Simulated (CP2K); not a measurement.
Band structure of KCl (Fm-3m, 2 atoms in the cell).

```
CELL_PARAMETERS angstrom
      4.44327     0.00000     0.00000
      2.22164     3.84799     0.00000
      2.22164     1.28266     3.62792
ATOMIC_POSITIONS crystal
  K  0.00000 0.00000 0.00000
  Cl 0.50000 0.50000 0.50000
```

Method: PBEsol, GPW, DZVP-MOLOPT-SR-GTH basis, GTH-PBE potentials (GTH_POTENTIALS) (CP2K).

Settings: CUTOFF = 500 Ry; REL_CUTOFF = 50 Ry; SMEAR/METHOD = FERMI_DIRAC; ELECTRONIC_TEMPERATURE = 116.05 K; KPOINTS/SCHEME = MONKHORST-PACK 5 5 5; XC_FUNCTIONAL = PBE:PBESOL; K/BASIS_SET = DZVP-MOLOPT-SR-GTH-q9; K/POTENTIAL = GTH-PBE-q9; Cl/BASIS_SET = DZVP-MOLOPT-SR-GTH-q7; Cl/POTENTIAL = GTH-PBE-q7; METHOD = GPW; EPS_DEFAULT = 1e-11; EXTRAPOLATION = USE_GUESS; NGRIDS = 5.

The starting cell comes from a database of computed structures (which also holds hypothetical and non-ambient phases and stackings), without a prior relaxation at this level. Values carry the incompleteness of an atom-centred basis. The potentials were made for another functional than the one used.

### Question
Predict the gap along the standard path and the places of the band edges.

### Answer
The gap along the path is 5.02 eV, direct at Γ to within 0.01 eV.

Levels in eV from the top of the valence band on the SCF mesh, bands 5 to 9:
```
point       5      6      7      8     9
-----  ------  -----  -----  -----  ----
Γ      -10.67   0.00   0.00   0.00  5.02
X      -10.73  -0.70  -0.24  -0.24  6.69
W      -10.57  -0.52  -0.50  -0.50  8.14
K      -10.61  -0.60  -0.58  -0.31  7.43
L      -10.41  -1.11  -0.35  -0.35  7.58
U      -10.61  -0.60  -0.58  -0.31  7.43
```

Higher empty bands are left out: an atom-centred basis made for the valence describes them poorly.
